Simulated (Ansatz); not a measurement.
The (111) surface of fcc Ag, p(2x2), one Ag site of the top plane empty (bottom of the slab: a bare face, its two planes held)

All values below come from PBE (plane waves to 420 eV, PAW; Ansatz, a program for electronic structure).

Model: 23-atom slab, 12.0 Å thick at the start with caps and adatoms (thin: gaps and levels are the slab's own), 8x8x1 mesh, Fermi-Dirac 0.1 eV, dipole correction, 8 atoms held, the rest relaxed; start symmetry kept, larger cells not searched; no spin, no spin-orbit, no U. In PBE it lies 0.02 eV a 1x1 cell over the lowest computed structure of the same composition (one row in 4 of the top plane missing).

```
Item                                             Value
-----------------------------  -----------------------
work function of the top face                  4.22 eV
energy released by relaxation                 0.036 eV
cost                           roughly 13 core-minutes
```
